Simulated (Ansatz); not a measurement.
HfS2, response to strain

The reference is HfS$_{2}$ in the CdI2 type structure (space group P-3m1, No. 164; layered, stacked along the Cartesian z axis).

```
CELL_PARAMETERS angstrom
      3.60570     0.00000     0.00000
     -1.80285     3.12262     0.00000
      0.00000     0.00000     5.76762
ATOMIC_POSITIONS crystal
  Hf 0.00000 0.00000 0.00000
  S  0.33333 0.66667 0.25252
  S  0.66667 0.33333 0.74748
```

Strains are applied to the cell and any free atomic positions relax.

Computed with PBE-D3(BJ) (Ansatz, a first-principles code, PAW, without spin-orbit coupling).

Candidates:
(a) isotropic strain +1.50 %
(b) isotropic strain +2.00 %
(c) isotropic strain −0.50 %
(d) isotropic strain −2.00 %

For the base:

| Item | Value |
|---|---|
| Band gap | 0.85 eV |

Q: Order them by band gap, highest first.

A: (b) isotropic strain +2.00 % (1.09 eV), (a) isotropic strain +1.50 % (1.04 eV), (c) isotropic strain −0.50 % (0.78 eV), (d) isotropic strain −2.00 % (0.55 eV)

With Hf present, leaving out spin-orbit coupling can change the band edges. No phonon test of stability was made.
